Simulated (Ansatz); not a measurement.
## Hypothetical zinc blende LaN, response to strain

The parent structure is LaN in the zinc blende structure (space group F-43m, No. 216; a = 5.546 Å; a hypothetical phase, not in the database extracts checked). Axes: x, y, z lie along the cube axes.

Strains are applied to the cell and any free atomic positions relax; under biaxial strain the out-of-plane vector relaxes too.

Levels (all Ansatz, a first-principles code, PAW): PBEsol (420 eV, spin-orbit coupling left out); r2SCAN (500 eV, no spin-orbit coupling); HSE06 (420 eV, scalar-relativistic without spin-orbit coupling).

Band gaps by level, all at the geometries relaxed with PBEsol:

```tsv
case	PBEsol	r2SCAN	HSE06
base	1.07 eV	1.53 eV	2.20 eV
biaxial strain −2.90 %, plane normal [001], relaxed out of plane	1.03 eV	1.49 eV	2.16 eV
biaxial strain +0.53 %, plane normal [111], relaxed out of plane	1.06 eV	1.52 eV	2.19 eV
isotropic strain −4.23 %	1.07 eV	1.57 eV	2.26 eV
isotropic strain +4.73 %	0.99 eV	1.42 eV	2.04 eV
tensor shear ε_yz = −1.06 %	1.05 eV	1.51 eV	2.18 eV
tensor shear ε_xy = +3.09 %	1.02 eV	1.48 eV	2.15 eV
```

Single points use the geometry relaxed with PBEsol. HSE06 was sampled on its mesh, a few special points and the semilocal edge points, so its gap is an upper bound. No phonon test of stability was made.
